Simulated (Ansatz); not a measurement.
Given:

```xyz
4
Lattice="4.3400 0.0000 0.0000 -2.1700 3.7585 0.0000 0.0000 0.0000 6.9818" Properties=species:S:1:pos:R:3 pbc="T T T"
Cd     2.1700     1.2528     0.0145
Cd     0.0000     2.5057     3.5053
Se     2.1700     1.2528     4.3505
Se     0.0000     2.5057     0.8597
```

No spin polarisation.

Method: r2SCAN/PAW in Ansatz (a quantum-chemistry and plane-wave program), spin-orbit coupling left out. k-mesh 9×9×5 (Γ-centred); smearing 0.05 eV (Fermi–Dirac).

Q: Predict the gap character.

A: Direct at Γ.

Q: Estimate the band gap.

A: 1.16 eV.

Q: What is the computed pressure (mean of the normal stresses, compression positive)?

A: 0.73 GPa.

Q: Predict the valence-band top at Γ (three highest levels, from the VBM).

A: 0.00, -0.01, -0.01 eV.

The cells carry an imposed strain or load. Whether these cells are dynamically stable was not tested. The cell was made from CdSe in the wurtzite structure (space group P6_3mc, No. 186) by this change: uniaxial strain ε_zz = −1.36 %.
